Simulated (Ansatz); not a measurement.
C interstitial started as a split pair with N in metastable zinc-blende AlN: one set of geometries, relaxed with PBE, evaluated in Ansatz (PAW, plane waves to 420 eV, 500 eV under r2SCAN) with PBE, r2SCAN.

Details: 64-site cell; 2×2×2 shifted k-points; start: split with N; charged states image-corrected; corrections pass 1 eV, so highly charged states may be off by several tenths; relaxed from one start, so a lower configuration may exist; flagged in the runs: a strain field that reaches the edge of the cell.

```
quantity                                         PBE      r2SCAN
----------------------------------------------  ----  ----------
host gap (eV)                                   3.31  (withheld)
ε(+2/+1) above the VBM (eV)                     1.33  (withheld)
ε(+1/0) above the VBM (eV)                      2.36  (withheld)
ε(0/−1) above the VBM (eV)                      2.97  (withheld)
largest moment on one atom at charge +1 (μB)    0.20  (withheld)
neutral formation energy against graphite (eV)  6.73  (withheld)
largest moment on one atom at charge 0 (μB)     0.32  (withheld)
largest moment on one atom at charge −1 (μB)    0.26  (withheld)
```

Problem. Given the lower rungs, what does r2SCAN give?

Solution. 
- host gap (eV), r2SCAN: 3.92
- ε(+2/+1) above the VBM (eV), r2SCAN: 1.41
- ε(+1/0) above the VBM (eV), r2SCAN: 2.56
- ε(0/−1) above the VBM (eV), r2SCAN: 3.43
- largest moment on one atom at charge +1 (μB), r2SCAN: 0.23
- neutral formation energy against graphite (eV), r2SCAN: 6.62
- largest moment on one atom at charge 0 (μB), r2SCAN: 0.35
- largest moment on one atom at charge −1 (μB), r2SCAN: 0.30

Ansatz is a quantum-chemistry and plane-wave program.
